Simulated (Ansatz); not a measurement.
Ansatz (a first-principles code) run on NaAu₂ (R3m, 6 atoms in the cell): relaxation of the atoms.

Computed with LDA (PW92), default PAW files made with PBE (plane waves; Ansatz).

The change in words: one atom moved by 0.15 angstrom; relax: default → atoms; relax.f_tol: default → 0.05 eV/Å. Reference geometry:
```
NaAu2
1.0
    0.00000     3.93288     3.93288
    3.93288     0.00000     3.93288
    3.93288     3.93288     0.00000
Na Au
2 4
Direct
  0.75000   0.75000   0.75000
  0.50000   0.50000   0.50000
  0.12500   0.62500   0.12500
  0.12500   0.12500   0.12500
  0.62500   0.12500   0.12500
  0.12500   0.12500   0.62500
```

Reference input (self-consistent single point, DFT, LDA (PW92), plane waves, default PAW files made with PBE): basis.ecutwfc = 30.9 Ry; kpoints.mp_grid.grid = 7 7 7; hamiltonian.xc = lda; hamiltonian.pseudopotentials = {kind: paw} (the program's default PAW files); scf.occupations.method = fermi_dirac; scf.occupations.width = 0.0073 Ry. This run's input differs from it in these lines:

```diff
@@ -7,3 +7,3 @@
   atoms:
-    - { symbol: Na, position: [0.75000000, 0.75000000, 0.75000000] }
+    - { symbol: Na, position: [0.76101000, 0.76101000, 0.76101000] }
     - { symbol: Na, position: [0.50000000, 0.50000000, 0.50000000] }
@@ -22,2 +22,4 @@
   occupations: { method: fermi_dirac, width: 0.0073 Ry }
+relax:
+  f_tol: 0.05
 output:
```

The program printed (abridged):

```
   [... SCF lines of the steps left out ...]
relax step   1: F+E_penalty+E_count = -54394.96950116 eV  Δ(F+E_penalty+E_count) = +0.000e0 eV  max|allowed force component| = 1.257e-1 eV/Å  Δτ_max = 0.0000 Å  (6 SCF iters, dr2 threshold 6.25e-5 eV, accepted)
relax step   2: F+E_penalty+E_count = -54394.98076191 eV  Δ(F+E_penalty+E_count) = -1.126e-2 eV  max|allowed force component| = 6.595e-2 eV/Å  Δτ_max = 0.0558 Å  (8 SCF iters, accepted)
relax step   3: F+E_penalty+E_count = -54394.98542722 eV  Δ(F+E_penalty+E_count) = -4.665e-3 eV  max|allowed force component| = 3.439e-3 eV/Å  Δτ_max = 0.0654 Å  (8 SCF iters, accepted)
the relaxation is at rest under the 6 symmetry operations that the run kept from its start: a minimum is not shown …
Free energy (F): -54394.985427 eV
Internal energy: -54394.948172 eV  (E = F + TS)
E sigma→0 (E₀):  -54394.966799 eV
Entropy (-TS):   -0.037255 eV (-6.209 meV/atom)
Fermi energy:    12.229034 eV
--- Forces (eV/Å), atoms counted from 1 ---
  atom   1  Na    -0.00341040    -0.00341040    -0.00341040
  atom   2  Na     0.00043738     0.00043738     0.00043738
  atom   3  Au     0.00044409     0.00096073     0.00044409
  atom   4  Au     0.00129301     0.00129301     0.00129301
  atom   5  Au     0.00096073     0.00044409     0.00044409
   [... lines left out ...]
    - { symbol: Au, position: [0.12677253301439306, 0.6267557722547786, 0.12677253301439306] }
    - { symbol: Au, position: [0.12674922436651817, 0.12674922436651817, 0.12674922436651817] }
    - { symbol: Au, position: [0.6267557722547786, 0.12677253301439306, 0.12677253301439306] }
    - { symbol: Au, position: [0.12677253301439306, 0.12677253301439306, 0.6267557722547786] }
```

The run converged.  The full log also holds: “iter 5 did not close the SCF: its close was put off for the readings that it lacked (scf_convergence_deferred on its scf_iter line)”.

Summary of the result:
| Property | Value |
|---|---|
| Free energy E − TS (on the zero of these files) | -54394.9854 eV |
| Fermi level (on the code's own zero) | 12.23 eV |
| Pressure | -5.16 GPa |
| Largest force (vector length) | 0.006 eV/Å |
| Relaxation steps | 3 |

The starting cell comes from a database of computed structures (which also holds hypothetical and non-ambient phases and stackings), without a prior relaxation at this level. Its lattice was rescaled by up to half a per cent. For this run, on top of that: one atom moved by 0.15 angstrom. The relaxation keeps the symmetry of its start, so its end need not be a minimum. Ansatz's pressure includes its estimate of the finite-basis (Pulay) stress.

Cost on one core of a shared machine: roughly 90 s.

Keys are those of Ansatz 0.2.
